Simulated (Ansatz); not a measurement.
Start from ZrSe2 in the CdI2 type structure (space group P-3m1, No. 164; a = 3.660 Å, c = 5.841 Å; layered, stacked along the Cartesian z axis; relaxed with 0.1 eV smearing). Axes: x lies along a and z along c of the hexagonal cell.

Computed with PBEsol-D3(BJ)/PAW in Ansatz (a first-principles code), no spin-orbit coupling.

For the base:

| Property | Result |
|---|---|
| Shortest interatomic distance | 5.018 bohr |
| Band gap | zero |

Modification: uniaxial strain ε_xx = −1.50 %, all other strain components held at zero, atoms relaxed at fixed cell.

### Question
Predict the new stress.

### Answer
The stress (xx, yy, zz, yz, xz, xy; compression positive) is (1.8, 0.3, 0.3, -0.1, 0.0, 0.0) GPa.

### Question
How does this affect the shortest interatomic distance?

### Answer
The shortest interatomic distance falls by 0.015 bohr, from 5.018 bohr to 5.003 bohr.

### Question
How does this affect the energy relative to the base?

### Answer
The energy grows by 1.9 meV/atom.

### Question
Predict the new band gap.

### Answer
The band gap remains zero.

Stability against distortions was not tested. The final runs are not spin-polarised. A zero or small gap of ZrSe2 can be the functional's error rather than a property of the material.
